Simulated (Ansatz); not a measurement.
## GaN under a change: tensor shear ε_xy = +0.29 %

The parent structure is GaN in the zinc blende structure (space group F-43m, No. 216; a = 4.4979 Å). Axes: x, y, z lie along the cube axes.

The change: a pure shear with ε_xy = ε_yx = 0.0029; the atoms relax in the strained cell.

Level of theory: Ansatz (a program for electronic structure) r2SCAN, no spin-orbit coupling. k-mesh 13×13×13 (Γ-centred); smearing 0.05 eV (Fermi–Dirac).

The volume per atom remains 11.37 Å³ and the space group becomes Imm2 (No. 44) (base: F-43m (No. 216)). The energy hardly moves and the pressure (mean of the normal stresses, compression positive) remains 0.00 GPa. The band gap shrinks by 0.02 eV (2.17 eV → 2.15 eV) and the gap character stays direct at Γ. The electron mass stays 0.17 mₑ (at Γ) and the valence-band top at Γ (three highest levels, from the VBM) becomes 0.00, -0.02, -0.04 eV (base: 0.00, 0.00, 0.00 eV). The stress (xx, yy, zz, yz, xz, xy; compression positive) comes out as (0.00, 0.00, 0.00, 0.00, 0.00, -0.94) GPa.

Final structure:

```
CELL_PARAMETERS angstrom
      0.00652     2.24895     2.24895
      2.24895     0.00652     2.24895
      2.25547     2.25547     0.00000
ATOMIC_POSITIONS crystal
  Ga 0.00042 0.00042 0.99958
  N  0.24958 0.24958 0.25042
```

Effective masses come from finite differences of ±0.01 Å⁻¹. No phonon test of stability was made. This is not the structure that GaN has at room temperature and ambient pressure. Labels are those of the standard path for the cell's own space group.
